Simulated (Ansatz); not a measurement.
**Bulk modulus B0 of LaAlHO2 (model structure, started from the SrVO2H type, P4/mmm, No. 123, 5 atoms in the cell) at several levels of theory**

No measured value is used here.

| level (code) | value (GPa) | cell (Å³/atom) |
|---|---|---|
| LDA (Ansatz) | 150 | 10.59 |
| PBE (Ansatz) | ? | 11.32 |
| PBEsol (Ansatz) | 138 | 10.90 |
| r²SCAN (Ansatz) | 138 | 11.09 |

**Question.** Some entries are withheld; supply them.

**Answer.** 
- PBE (Ansatz, a first-principles code), value (GPa): 127

LDA, PBE, PBEsol, r²SCAN: the bulk modulus is −V dP/dV from two relaxed cells at ±2 % in volume. Each level is taken at its own relaxed cell. Cutoffs differ between the levels. Ansatz's density-functional and Hartree–Fock values are scalar-relativistic unless marked +SOC, with PAW data made under PBE.

A model structure was made by putting elements into a prototype or built by hand; it is no filed structure, need not be a known phase, and can be a saddle point held by its symmetry.
